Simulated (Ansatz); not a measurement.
**ZrO2 (space group Pnma, No. 62; a cell from a computed database, its experimental status unchecked)**

```
ZrO2
1.0
    7.64613     0.00000     0.00000
    0.00000     3.42458     0.00000
    0.00000     0.00000     5.39403
Zr O
4 8
Cartesian
  6.34752   0.85614   0.77249
  1.29861   2.56843   4.62154
  5.12167   2.56843   3.46950
  2.52446   0.85614   1.92453
  0.84078   0.85614   0.58727
  6.80535   2.56843   4.80676
  2.98228   2.56843   3.28428
  4.66384   0.85614   2.10975
  2.73160   2.56843   0.70421
  4.91453   0.85614   4.68982
  1.09147   0.85614   3.40123
  6.55466   2.56843   1.99280
```

Computed with DFT with PBEsol, PAW potentials and a 420 eV plane-wave cutoff in Ansatz (a first-principles code), spin-orbit coupling left out. k-mesh 4×8×5 (Γ-centred); smearing 0.05 eV (Fermi–Dirac).

| Item | Result |
|---|---|
| Volume per atom | 11.77 Å³ |
| Density | 5.79 g/cm³ |
| Band gap | 4.14 eV, indirect, Y–Γ (25 % along) → Γ |
| Total energy | -1751.902 eV/atom (σ→0; compares only within this code and set-up) |

Stability against distortions was not tested. This is not the structure that ZrO2 has at room temperature and ambient pressure.
